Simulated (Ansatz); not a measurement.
Start from BeTe in the zinc blende structure (space group F-43m, No. 216; a = 5.664 Å).

All numbers come from PBE (Ansatz, a first-principles code, PAW, without spin-orbit coupling).

Strains are applied to the cell and any free atomic positions relax.

One change was made to it. Results:

| quantity | base | after |
|---|---|---|
| band gap | 2.03 eV | 2.10 eV |
| energy relative to the base (free energy F) | 0 meV/atom | +3.5 meV/atom |
| pressure | 0.01 GPa | -1.58 GPa |
| width of the top valence band | 3.12 eV | 2.98 eV |
| hole mass (degenerate bands, along [100]) | 0.20, 0.35, 0.35 mₑ (at Γ) | 0.19, 0.37, 0.37 mₑ (at Γ) |

Q: Which change produced these results?
(A) isotropic strain +1.00 %
(B) isotropic strain +3.00 %
(C) isotropic strain +2.00 %
(D) isotropic strain +0.50 %
(E) isotropic strain −1.50 %

A: A, isotropic strain +1.00 %. For comparison, the energy relative to the base in the other runs: isotropic strain +3.00 % gives +30 meV/atom; isotropic strain +2.00 % gives +14 meV/atom; isotropic strain +0.50 % gives +0.9 meV/atom; isotropic strain −1.50 % gives +8.5 meV/atom.

Spin-orbit coupling, missing from the scalar runs, can matter with Te. Masses are band curvatures over ±0.01 Å⁻¹ around the edge. Stability against distortions was not tested.
